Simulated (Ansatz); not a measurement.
## Sn: response to strain

Base system: Sn in the diamond structure (space group Fd-3m, No. 227; relaxed with 0.1 eV smearing).

```
Sn
1.0
    0.00000     3.32808     3.32808
    3.32808     0.00000     3.32808
    3.32808     3.32808     0.00000
Sn
2
Cartesian
  0.00000   0.00000   0.00000
  1.66404   1.66404   1.66404
```

Strains are applied to the cell and any free atomic positions relax.

Computed with plane-wave PAW DFT at the PBE level (Ansatz, a quantum-chemistry and plane-wave program, 420 eV), no spin-orbit coupling.

```csv
isotropic strain (%),pressure (GPa)
-3,4.1
-2,2.5
-0.5,0.6
0,0.0
0.5,-0.5
1,-1.0
2,-1.8
2.5,?
3,-2.5
```

**Question.** Fit P = P₀ − Bδ + Cδ² with δ = (1 + ε)³ − 1 to the rows shown and predict the withheld row.

**Answer.** Least squares on the printed values gives P₀ = 0.0 GPa, B = 36.9 GPa, C = 108 GPa (largest residual 0.1 GPa); this predicts -2.2 GPa, and the run gives -2.2 GPa, in agreement.

Whether these cells are dynamically stable was not tested.
